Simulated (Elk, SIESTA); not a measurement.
An Elk input for a self-consistent single point of Al3Sc (Pm-3m, 4 atoms in the cell) (DFT, PBE, all-electron FP-LAPW, Elk's shipped species files, APW+lo basis with extra local orbitals):

```
tasks
  0

xctype
  20

rgkmax
  7.5

gmaxvr
  16.0

nxlo
  2

lorbcnd
  .true.

lmaxi
  3

stype
  0

swidth
  0.00999582

maxscl
  100

avec
    7.5526778509    0.0000000000    0.0000000000
    0.0000000000    7.5526778509    0.0000000000
    0.0000000000    0.0000000000    7.5526778509

atoms
  2
  'Sc.in'
  1
  0.0000000000  0.0000000000  0.0000000000    0.0 0.0 0.0
  'Al.in'
  3
  0.0000000000  0.5000000000  0.5000000000    0.0 0.0 0.0
  0.5000000000  0.0000000000  0.5000000000    0.0 0.0 0.0
  0.5000000000  0.5000000000  0.0000000000    0.0 0.0 0.0

ngridk
  8 8 8
```

### Question
Write the same calculation as an input for SIESTA.

### Answer
This is the input that was run; spellings and numerical settings could be chosen otherwise.

```
# files in the folder: Sc.psml Al.psml (PseudoDojo PBE standard)
SystemName  Al3Sc
SystemLabel al3sc

NumberOfAtoms                4
NumberOfSpecies              2
%block ChemicalSpeciesLabel
  1 21 Sc
  2 13 Al
%endblock ChemicalSpeciesLabel
LatticeConstant              1.0 Ang
%block LatticeVectors
     3.996705000    0.000000000    0.000000000
     0.000000000    3.996705000    0.000000000
     0.000000000    0.000000000    3.996705000
%endblock LatticeVectors
AtomicCoordinatesFormat      Fractional
%block AtomicCoordinatesAndAtomicSpecies
     0.000000000    0.000000000    0.000000000  1
     0.000000000    0.500000000    0.500000000  2
     0.500000000    0.000000000    0.500000000  2
     0.500000000    0.500000000    0.000000000  2
%endblock AtomicCoordinatesAndAtomicSpecies

XC.functional                GGA
XC.authors                   PBE
PAO.BasisSize                DZP
PAO.EnergyShift              0.01 Ry
MeshCutoff                   400 Ry
%block kgrid.MonkhorstPack
    8   0   0  0.0
    0   8   0  0.0
    0   0   8  0.0
%endblock kgrid.MonkhorstPack
OccupationFunction           MP
OccupationMPOrder            0
ElectronicTemperature        3156.43 K

MaxSCFIterations             150
SCF.Mixer.Method             Pulay
SCF.Mixer.Weight             0.2
SCF.Mixer.History            6
SCF.DM.Tolerance             1.0E-05
Diag.ParallelOverK           true
WriteForces                  true
```

Basis, cutoffs, solver keys and any potentials are the target program's own. This input uses DFT, GGA PBE, numerical atomic orbitals DZP, PseudoDojo PBE standard norm-conserving potentials (rewritten from UPF to PSML).

The starting cell has typed, rounded lattice constants, without a prior relaxation at this level. Its lattice was rescaled by a random factor within 2.5 % of one. For this run, on top of that: lattice scaled by 0.98.
